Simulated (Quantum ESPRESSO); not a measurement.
A user runs Quantum ESPRESSO on NbSi₄Mo (P2, 18 atoms in the cell) and asks whether the run is sound. The aim is a self-consistent single point with DFT, LDA (PZ), plane waves, GBRV 1.5 ultrasoft (LDA) pseudopotentials.

Cell that was meant: a = 4.7221 Å, b = 13.1368 Å, c = 4.7372 Å, α = 90.00°, β = 119.73°, γ = 90.00°.

Part of the input:

```fortran
  mixing_beta = 0.4,
/
ATOMIC_SPECIES
Nb    92.9064  si_lda_v1.uspp.F.UPF
Si    28.0850  nb_lda_v1.uspp.F.UPF
Mo    95.9500  mo_lda_v1.uspp.F.UPF
ATOMIC_POSITIONS crystal
Nb  0.000000000    0.250040000    0.500000000
Nb  0.500000000    0.583650000    0.500000000
Nb  0.500000000    0.082860000    0.500000000
Si  0.842200000    0.915820000    0.676030000
Si  0.157800000    0.915820000    0.323970000
Si  0.837950000    0.416660000    0.679110000
Si  0.162050000    0.416660000    0.320890000
Si  0.323740000    0.750920000    0.159450000
Si  0.676260000    0.750920000    0.840550000
Si  0.320390000    0.250970000    0.158490000
Si  0.679610000    0.250970000    0.841510000
Si  0.840070000    0.583360000    0.163770000
Si  0.159930000    0.583360000    0.836230000
Si  0.836360000    0.082260000    0.156760000
Si  0.163640000    0.082260000    0.843240000
Mo  0.500000000    0.916030000    0.000000000
Mo  0.500000000    0.416830000    0.000000000
Mo  0.000000000    0.750620000    0.500000000
K_POINTS automatic
5 2 5  0 0 0
```

The program printed (abridged):

```
     G-vector sticks info
     --------------------
     sticks:   dense  smooth     PW     G-vecs:    dense   smooth      PW
   [... lines left out ...]
        k(    1) = (   0.0000000   0.0000000   0.0000000), wk =   0.0400000
        k(    2) = (   0.0000000   0.0000000   0.2295876), wk =   0.0800000
        k(    3) = (   0.0000000   0.0000000   0.4591753), wk =   0.0800000
   [... 23 lines left out ...]

     Dense  grid:   166553 G-vectors     FFT dimensions: (  54, 144,  54)

     Smooth grid:    58733 G-vectors     FFT dimensions: (  36, 100,  40)

     Initial potential from superposition of free atoms

     starting charge     209.9697, renormalised to     210.0000
     Self-consistent Calculation

     iteration #  1     ecut=    40.00 Ry     beta= 0.40

---- Real-time Memory Report at c_bands before calling an iterative solver
           607 MiB given to the printing process from OS
           541 MiB allocation reported by mallinfo(arena+hblkhd)
------------------

     total energy              =   -1861.41914350 Ry
     estimated scf accuracy    <       5.81720436 Ry

     iteration #  2     ecut=    40.00 Ry     beta= 0.40

---- Real-time Memory Report at c_bands before calling an iterative solver
   [... lines left out ...]

---- Real-time Memory Report at c_bands before calling an iterative solver
          1058 MiB given to the printing process from OS
           604 MiB allocation reported by mallinfo(arena+hblkhd)
------------------

     total energy              =   -1864.15132176 Ry
     estimated scf accuracy    <          3.9E-09 Ry

     iteration # 28     ecut=    40.00 Ry     beta= 0.40

---- Real-time Memory Report at c_bands before calling an iterative solver
          1058 MiB given to the printing process from OS
           604 MiB allocation reported by mallinfo(arena+hblkhd)
------------------
     End of self-consistent calculation

     the Fermi energy is    21.3442 ev

!    total energy              =   -1864.15132176 Ry
     estimated scf accuracy    <          3.5E-10 Ry
     smearing contrib. (-TS)   =      -0.01025733 Ry
     internal energy E=F+TS    =   -1864.14106443 Ry

     convergence has been achieved in  28 iterations

     Forces acting on atoms (cartesian axes, Ry/au):

     atom    1 type  1   force =     0.00000000    0.01401523    0.00000000
     atom    2 type  1   force =     0.00000000   -0.00390692    0.00000000
     atom    3 type  1   force =     0.00000000   -0.01057778    0.00000000
     atom    4 type  2   force =    -0.02499317    0.04116875   -0.04545617
   [... lines left out ...]

     Total force =     0.197537     Total SCF correction =     0.000069

          total   stress  (Ry/bohr**3)                   (kbar)     P=      385.12
   0.00251120   0.00000000  -0.00014293          369.41        0.00      -21.03
   0.00000000   0.00308981   0.00000000            0.00      454.53        0.00
  -0.00014293   0.00000000   0.00225292          -21.03        0.00      331.42

   JOB DONE.
```

Problem. Is anything amiss in this input, and did it matter?

Solution. The run is not sound. The fault is potential files assigned to the wrong elements. Each file describes one element; swapped files give the atoms the wrong cores and charges. To fix it, match the files to the elements. The run converged in 28 iterations without an error; against the sound input the pressure goes from -8.28 to 38.51 GPa and the largest force goes from 0.063 to 1.703 eV/Å.

On the sound input: the starting cell comes from a database of computed structures (which also holds hypothetical and non-ambient phases and stackings), without a prior relaxation at this level. Spin polarisation is off. With a pressure of about -8 GPa the cell is away from its equilibrium volume at this level.
